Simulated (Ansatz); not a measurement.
**Effect of isotropic strain +1.50 % on Rh**

Consider Rh in the fcc (Cu type) structure (space group Fm-3m, No. 225; a = 3.782 Å; relaxed with 0.1 eV smearing).

The change: the cell is scaled by 1.0150 in all directions; the atoms relax in the strained cell.

Level of theory: PBEsol, PAW, 420 eV (Ansatz, a program for electronic structure; no spin-orbit coupling). Γ-centred 30×30×30 mesh, Fermi–Dirac width 0.1 eV.

```csv
quantity,base,changed,shift
volume per atom,13.52 Å³,14.14 Å³,+0.62 Å³
space group,Fm-3m (No. 225),Fm-3m (No. 225),–
energy relative to the base (free energy F),0 meV/atom,+24 meV/atom,+24 meV/atom
pressure,0.0 GPa,-11.7 GPa,-11.7 GPa
band gap,zero,zero,–
```

Final structure:

```xyz
1
Lattice="0.0000 1.9192 1.9192 1.9192 0.0000 1.9192 1.9192 1.9192 0.0000" Properties=species:S:1:pos:R:3 pbc="T T T"
Rh     0.0000     0.0000     0.0000
```

No phonon test of stability was made. All final runs are without spin polarisation. Rh lies near a magnetic instability that expansion can trigger; it was not tested.
